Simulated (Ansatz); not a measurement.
System: quartz-high SiO2 (high-temperature phase). Method: r²SCAN+rVV10 (plane waves, PAW; Ansatz, an electronic-structure program).

Run with plane-wave cutoff 560 eV, 12×12×6 k mesh (along the axes of the cell as run), Fermi–Dirac smearing 0.01 eV, scalar-relativistic PAW data made under PBE.

Cell (relaxed at this level):

```
O2Si
1.0
    5.05010     0.00000     0.00000
   -2.52505     4.37352     0.00000
    0.00000     0.00000     5.53542
Si O
3 6
Cartesian
 -1.26253   2.18676   3.69028
  2.52505   0.00000   0.00000
  1.26253   2.18676   1.84514
  2.52505   2.55727   2.76771
 -0.95214   3.46539   4.61285
  1.57291   0.90812   0.92257
  0.00000   1.81624   2.76771
  3.47719   0.90812   4.61285
  0.95214   3.46539   0.92257
```

### Question
Give the computed band gap.

### Answer

- band gap: 6.20 eV (on the SCF k mesh)

Note: symmetry holds this phase in the static calculation, where it need not be a minimum; held by symmetry at 0 K, a high-temperature phase can be a saddle point.
